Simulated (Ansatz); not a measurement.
Results of r²SCAN in Ansatz (plane waves, PAW) for CsCl-type RuAl.

Numerical settings: plane-wave cutoff 600 eV, 16×16×16 k mesh, Fermi–Dirac smearing 0.1 eV, finite displacements, no spin polarisation, scalar-relativistic PAW data made under PBE.

The cell has the measured lattice: a = b = c = 2.9916 Å, α = β = γ = 90.00°.

**Question.** What does this level give for the zone-centre TO phonon frequency?

**Answer.** 
- zone-centre TO phonon frequency: 317 cm⁻¹

Note: the cell isn't this level's own, so it is under some stress, which shifts stiffness and frequencies.

Ansatz is a program for electronic structure.
